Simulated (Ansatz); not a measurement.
# MgO (space group P3m1, No. 156; a cell from a computed database, its experimental status unchecked)

```
MgO
1.0
    3.26525     0.00000     0.00000
   -1.63263     2.82779     0.00000
    0.00000     0.00000    15.50942
Mg O
6 6
Direct
  0.33333   0.66667   0.35189
  0.33333   0.66667   0.02071
  0.66667   0.33333   0.18630
  0.66667   0.33333   0.51809
  0.66667   0.33333   0.85250
  0.00000   0.00000   0.68630
  0.33333   0.66667   0.14832
  0.33333   0.66667   0.47954
  0.66667   0.33333   0.98145
  0.66667   0.33333   0.31391
  0.66667   0.33333   0.64704
  0.00000   0.00000   0.81395
```

Method: PBEsol (Ansatz, a program for electronic structure, PAW, no SOC). k-mesh 9×9×2 (Γ-centred); smearing 0.05 eV (Fermi–Dirac).

```json
{
  "volume_per_atom": "11.93 Å³",
  "density": "2.80 g/cm³",
  "band_gap": "3.43 eV, direct at Γ",
  "electron_mass": "0.33 mₑ",
  "Lowest conduction-band minima above the VBM": "Γ 3.43 eV",
  "total_energy": "-1237.805 eV/atom (σ→0; compares only within this code and set-up)"
}
```

Masses are band curvatures over ±0.01 Å⁻¹ around the edge. Whether these cells are dynamically stable was not tested. The base started in Cm and relaxed to P3m1 at this level. This is not the structure that MgO has at room temperature and ambient pressure.
